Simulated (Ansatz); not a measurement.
Start from SnTe in the rock salt structure (space group Fm-3m, No. 225; a = 6.409 Å).

(Cell as relaxed with PBE.)

Levels (all Ansatz, a quantum-chemistry and plane-wave program, PAW): PBE (420 eV, scalar-relativistic without spin-orbit coupling); r2SCAN (500 eV, spin-orbit coupling left out).

Each level relaxes its own structure.

```json
[
 {"quantity": "volume per atom", "PBE": "32.91 Å³", "r2SCAN": "___"},
 {"quantity": "lattice parameter a", "PBE": "6.409 Å", "r2SCAN": "___"},
 {"quantity": "band gap", "PBE": "0.05 eV", "r2SCAN": "___"},
 {"quantity": "gap character", "PBE": "direct at L", "r2SCAN": "___"}
]
```

**Question.** What does r2SCAN give?

**Answer.** 
- volume per atom, r2SCAN: 32.30 Å³
- lattice parameter a, r2SCAN: 6.370 Å
- band gap, r2SCAN: 0.13 eV
- gap character, r2SCAN: direct at L

PBE's volume per atom lies 0.605 Å³ above r2SCAN's (1.9 %); PBE's lattice parameter a lies 0.0395 Å above r2SCAN's (0.6 %); PBE's band gap lies 0.08 eV below r2SCAN's; the two agree on the gap character. Neither level is exact; r2SCAN is the comparison here, not a measurement.

Spin-orbit coupling, missing from the scalar runs, can matter with Te. No phonon test of stability was made. A zero or small gap of SnTe can be the functional's error rather than a property of the material.
